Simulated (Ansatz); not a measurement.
**SnO2: response to strain**

The parent structure is SnO₂ in the rutile structure (space group P4_2/mnm, No. 136).

```
CELL_PARAMETERS angstrom
      4.82757     0.00000     0.00000
      0.00000     4.82757     0.00000
      0.00000     0.00000     3.23813
ATOMIC_POSITIONS crystal
  Sn 0.00000 0.00000 0.00000
  Sn 0.50000 0.50000 0.50000
  O  0.30658 0.30658 0.00000
  O  0.80658 0.19342 0.50000
  O  0.19342 0.80658 0.50000
  O  0.69342 0.69342 0.00000
```

Strains are applied to the cell and any free atomic positions relax.

Method: PBE in Ansatz (plane waves to 420 eV, PAW, no spin-orbit coupling).

Notes on the quantities. energy relative to the base: free energy F; pressure: mean of the normal stresses, compression positive.

```
change                    energy relative to the base   pressure  band gap  volume per atom
------------------------  ---------------------------  ---------  --------  ---------------
base                                       0 meV/atom   0.00 GPa   0.68 eV         12.58 Å³
isotropic strain +0.60 %                +2.2 meV/atom  -3.02 GPa         ?         12.81 Å³
isotropic strain +1.20 %                            ?  -5.75 GPa   0.33 eV         13.04 Å³
isotropic strain +1.80 %                 +19 meV/atom  -8.20 GPa   0.16 eV         13.27 Å³
isotropic strain +2.40 %                            ?          ?      zero         13.51 Å³
isotropic strain +3.00 %                 +49 meV/atom  -12.4 GPa      zero         13.74 Å³
```

Task: Fill in the withheld entries from the trend.

Result: 
- isotropic strain +0.60 %, band gap: 0.50 eV
- isotropic strain +1.20 %, energy relative to the base: +8.6 meV/atom
- isotropic strain +2.40 %, energy relative to the base: +32 meV/atom
- isotropic strain +2.40 %, pressure: -10.4 GPa

No phonon test of stability was made. All final runs are without spin polarisation. Gaps under 0.05 eV, about the width of the smearing, are given as zero. The zero or small gap of SnO2 under isotropic strain +1.80 %, SnO2 under isotropic strain +2.40 % and SnO2 under isotropic strain +3.00 % can change with the level of theory.

Ansatz is a first-principles code.
